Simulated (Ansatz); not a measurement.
Input:

```xyz
4
Lattice="-1.6968 1.6968 5.6570 1.6968 -1.6968 5.6570 1.6968 1.6968 -5.6570" Properties=species:S:1:pos:R:3 pbc="T T T"
Nb     0.0000     0.0000     8.4716
Nb     1.6968     0.0000     5.6432
As     0.0000     0.0000     1.9032
As     0.0000     1.6968     4.7317
```

Method: PBEsol, rigid bands (plane waves, PAW, scalar-relativistic; Ansatz, a program for electronic structure). Condition of this run: hydrostatic pressure 10 GPa (the target of the relaxation). Cell: cell and atoms relaxed with PBEsol, then loaded as said.

Q: Is this a good metal at this level?

A: No. No gap is resolved, and few carriers conduct, as in a semimetal or a zero-gap semiconductor. N(E_F) = 0.160 states/eV a cell at 300 K and the Drude plasma energy along the best axis is 1.38 eV, several times under that of a simple or noble metal.

Spin-orbit coupling is left out; it can open or close a small gap.

Formula and space group known from diffraction (Crystallography Open Database), not checked to be the room-temperature form: NbAs under load (space group I4_1md).
